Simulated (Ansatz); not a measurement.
Structure of amorphous Si24O51Lu2 (periodic cell):

```
Lu2O51Si24
1.0
   10.54444    -0.12055    -0.13631
   -0.12055    10.94488    -0.10537
   -0.13631    -0.10537    10.03958
Si O Lu
24 51 2
Cartesian
  6.39257   4.25316   6.39141
  3.17842   5.10333   9.52772
  8.12312   4.54847   1.08065
  9.63079   8.28247   5.25452
  6.99430   7.44354   0.66453
  8.20846  10.35803   6.91098
  4.27932   8.74135   5.89717
  1.75483   2.03762   4.03408
  4.55180   0.77773   9.38580
  9.26718   5.65698   6.72549
  5.92545   3.94069   3.24173
  6.33548  10.48562   4.58092
  1.11863   4.01965   5.84061
  6.83065   2.66940   9.02501
  9.79689   6.55115   9.77093
  3.55603   5.80792   6.59945
  4.51754   1.44773   3.55498
  4.61893   5.71402   1.42318
  9.46856   0.97900   9.06127
  1.53464  10.26295   5.58413
 -0.10809   9.81971   0.92655
  8.28813   9.38493   2.73663
  2.53485   0.57886   1.60598
  5.79531   9.26529   8.60571
  6.34228   3.84421   4.80409
  5.57119   1.98331   9.78484
  5.60631   9.07497   4.97502
  6.59930   2.99044   7.42951
  0.86892   3.41130   4.27206
  4.04796   0.96282   7.89671
  5.52697   2.43646   2.73265
  3.23435   1.08653   0.21647
  7.10666  10.42566   3.13996
  7.14482   4.57624   2.36829
  3.34935   2.36960   4.21757
  0.39907   5.68045   0.34433
  5.06708  10.25156   9.69484
  0.52538   9.06007   5.06673
  4.65108   4.92352   2.85825
 10.29873   8.16540   0.22384
  9.42064   3.74396   1.44791
  4.71318   8.93252   7.45805
  2.29858   3.76088   9.44854
  3.12866   6.02722   8.17836
  3.88576   7.16985   5.77843
  5.75878   6.88443   1.53231
  1.71365   2.71510   6.51483
  2.26729   5.19084   5.80245
  7.60612   0.01478   5.71187
  7.69276   5.23654   6.58141
  7.68719   8.64504   1.43311
  9.71560   9.97823   2.23164
  9.53898  10.52931   9.76598
  4.93581   4.92507   6.67650
  7.25586   4.07418   9.72857
  3.08378   6.11324   0.93378
  8.06477   1.68337   9.40158
  1.46400  10.25249   1.15254
  3.78732   0.30529   2.61211
  6.34681   7.84613   9.25702
  1.64696   1.84986   2.29342
  9.72474   6.69959   5.56840
  8.96454   8.97182   6.56755
  0.22157   2.02475   9.49560
  1.38892   0.55876   4.58805
  3.05678   9.66411   5.37333
  5.34322   0.70516   4.70719
  9.35814   0.57465   7.48736
  9.41599   6.39241   8.19624
  1.29490  10.72520   7.08334
  8.33334   6.29678   0.59715
  7.09676  10.05133   8.05102
  8.60646   8.39466   3.97928
  4.87454   4.86790   0.01428
 10.27944   4.39371   6.45724
  2.02307   1.54736   8.13908
  0.83405   3.68024   0.89562
```

Methods: PBE, scalar-relativistic without spin-orbit coupling (Ansatz, a program for electronic structure); r2SCAN, scalar-relativistic without spin-orbit coupling (Ansatz); HSE06, scalar-relativistic without spin-orbit coupling (Ansatz). Neutral PBE cell, which sets geometry, pressure and energy: sampling: a 2×2×2 Γ-centred mesh; Fermi-Dirac width 0.02 eV; no spin polarisation. Exact exchange is cut at the faces of this 10 Å cell, which leaves hybrid gaps a finite-size error.

The cell was made by melting and quenching with the CHGNet potential and then relaxed with DFT. O atoms were pushed apart under 1.9 Å during the dynamics, to hinder bonds among them. The hot cell started wider than the set density and was brought back towards it in steps. It is the lowest in DFT energy of 2 quenches. It is a model cell: composition and starting density were chosen by hand, and all elements were melted together. No dispersion term was used. Its density started from a set value of 2.64 and ended at 2.64 g/cm³. The simulated quench (nominally 320 K/ps over its main leg) is rapid and tends to freeze in more defects than a deposited or slowly cooled glass has. Values belong to this one cell and scatter from quench to quench. The volume was held where the preparation left it and the shape relaxed.

### Question
Give the pressure and the spacing of the highest filled and lowest empty levels.

### Answer

```yaml
Pressure on a 2×2×2 Γ-centred mesh: 0.89 GPa
Largest force and stress component on that mesh (the relaxation ran on the zone centre alone): 0.03 eV/Å and 0.9 GPa
Level gap on a 2×2×2 Γ-centred mesh (PBE): 4.09 eV
Level gap at the zone centre (PBE): 4.09 eV
Level gap at the zone centre (r2SCAN): 4.69 eV
Level gap at the zone centre (HSE06): 5.82 eV
Distance between the nearest levels spread over more than a fifth of the atoms or a third of the atoms of their main element (six at least) (PBE, zone centre): 5.21 eV
```

### Question
At PBE and the zone centre, how localised are the states just below and above the Fermi level (participation number: the atoms over which a state spreads)?

### Answer
The highest filled state is spread over 3.6 atoms' worth, largest on O70, with weights by element (charge in smoothed Voronoi cells) O 0.91, Lu 0.05, Si 0.04. The lowest empty state is spread over 53.5 atoms' worth, largest on Lu77, with weights by element (charge in smoothed Voronoi cells) O 0.69, Si 0.25, Lu 0.07.

At PBE the levels at the filled edge of the gap are localised (band-tail or defect states), and the nearest spread-out levels lie 5.2 eV apart at the zone centre.

Bonds are counted up to Si-Si 2.60 Å, Si-O 2.00 Å, Si-Lu 3.28 Å, O-O 1.58 Å, O-Lu 2.78 Å, Lu-Lu 4.11 Å. Two cations that share two anions don't count as bonded, nor two that share one unless they lie closer than Si-Si 2.38 Å, Si-Lu 3.19 Å, Lu-Lu 4.00 Å.

Added carriers, by PBE, scalar-relativistic without spin-orbit coupling run with Ansatz on the zone centre alone. Charged cells keep the cell fixed and stand in a uniform background, with no image correction, at a width of 0.01 eV; where the count is odd the moment is locked at 1 μB, unless the neutral cell bore moments. Each starts from the undistorted neutral geometry alone. PBE's self-interaction favours spread-out carriers, so it can miss traps that a hybrid finds.

### Question
What happens at PBE when the cell takes an extra electron and the atoms relax?

### Answer
Relaxation lowers the charged cell by 0.04 eV. The largest moves are O46 0.05 Å, O41 0.04 Å, O43 0.04 Å, O64 0.04 Å. The level that holds the added charge spreads over 47.3 atoms' worth, most on Lu77 (weight 0.08): a carrier spread over the cell. No bond crosses its cut-off with a change of over 0.15 Å (metal-metal contacts aside). Made neutral again at that geometry, the cell lies +0.05 eV from the neutral start.

### Question
What happens at PBE when the cell takes a hole and the atoms relax?

### Answer
Relaxation lowers the charged cell by 0.41 eV. The largest moves are Lu76 0.33 Å, O70 0.27 Å, O38 0.26 Å, O53 0.26 Å. The level that was emptied spreads over 3.4 atoms' worth, most on O70 (weight 0.42): a localised (trapped) carrier, which neighbours of that atom can share. No bond crosses its cut-off with a change of over 0.15 Å (metal-metal contacts aside). Made neutral again at that geometry, the cell lies +0.86 eV from the neutral start.
